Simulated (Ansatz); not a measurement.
Troubleshooting Ansatz (a quantum-chemistry and plane-wave program): a failed run on FeAs2O7 (C2, 10 atoms in the cell). The aim is a self-consistent single point with DFT, PBEsol+U, plane waves, default PAW files made with PBE.

Cell that was meant: a = 5.3396 Å, b = 5.3396 Å, c = 4.8362 Å, α = 98.33°, β = 98.33°, γ = 100.69°.

Part of the input:

Ansatz 0.2 input:
```yaml
  spin_polarized: true
scf:
  occupations: { method: gaussian, width: 0.05 eV }
  max_iter: 3
output:
  forces: true
  eigenvalues: true
```

Log, with long lists cut:

```
SCF iter   1: F=—  HF=-17993.494792 eV  |F-HF|=—  |Δ(HF+E_count)|=         —  Δρ=1.30e-1 (↑5.37e-2 ↓1.30e-1)  dr2=5.07e1  dr2_m=2.45e0  M=3.671 μB ∫|m|=3.714 μB  β_m=0.30  ethr=3.10e-3  ⟨swp⟩=7.0  Hψ=26110  notcnv=0
all-band conjugate gradients solve this SCF's bands
preconditioner: auto → Kerker (q_TF=auto, 2.550 Å⁻¹)
spin=Collinear: Kerker preconditioning applied to the charge; magnetization (m = ρ↑ − ρ↓) channel mixes plain (no charge-response kernel on spin).
SCF iter   2: F=—  HF=-17991.716526 eV  |F-HF|=—  |Δ(HF+E_count)|=    1.78e0  Δρ=7.25e-2 (↑3.81e-2 ↓7.25e-2)  dr2=9.37e0  dr2_m=8.50e-1  M=4.000 μB ∫|m|=4.496 μB  β_m=1.00  ethr=3.10e-3  ⟨swp⟩=8.5  Hψ=21405  notcnv=0
SCF iter   3: F=—  HF=-17990.568542 eV  |F-HF|=—  |Δ(HF+E_count)|=    1.15e0  Δρ=3.15e-2 (↑2.53e-2 ↓3.15e-2)  dr2=2.59e0  dr2_m=3.75e-2  M=4.000 μB ∫|m|=4.643 μB  β_m=1.00  ethr=3.10e-3  ⟨swp⟩=7.5  Hψ=20891  notcnv=0
Occupation matrices written to unconverged_occupation_matrices
Error: did not converge after 3 iterations: dr2 = 2.59e0 (threshold 1.00e-7), under the density mixer `msr1`, which `scf.mixing.algorithm: auto` chose by the deck's other keys (type `scf.mixing.algorithm: msr1` to keep it); raise `scf.max_iter`, which need not help a stalled SCF, or adjust the mixing (`scf.mixing`) or, under a smearing, its width (`scf.occupations.width`, in either direction: another width is another result); this SCF holds its density and magnetisation to the symmetry operations that it keeps, and cannot end on a state that breaks one of them: if the state sought breaks one, re-run with `crystal.symmetry.detect: false`, without `crystal.symmetry.time_reversal: [...]
```

Q: Find the mistake and give the fix.

A: The fault is an iteration limit that is too low. The loop is cut before its threshold is met, so whatever is printed at the end is not self-consistent. To fix it, raise the limit, or leave it to the default. The run ended unconverged after 3 iterations.

An input that runs soundly differs in these lines (not the only fix; some lines may just follow from the change or write a value another way):
```diff
-  max_iter: 3
```

With that input, the run converged in 20 iterations: free energy E − TS (on the zero of these files) -17990.8451 eV; Fermi level (on the code's own zero) 4.38 eV; pressure -5.87 GPa; largest force (vector length) 0.489 eV/Å; size of the cell's spin moment 4.00 μB (DFT, PBEsol+U, plane waves, default PAW files made with PBE).

On the sound input: the starting cell comes from a database of computed structures (which also holds hypothetical and non-ambient phases and stackings), without a prior relaxation at this level. With one magnetic atom in the cell only a parallel order is possible. With U or open f shells several self-consistent states can exist. With a pressure of about -6 GPa the cell is away from its equilibrium volume at this level. Ansatz's pressure includes its estimate of the finite-basis (Pulay) stress. Without the estimate this run gives -6.56 GPa.

These are the values that this program gave, and no reference: magnets with a U can end in a higher state.
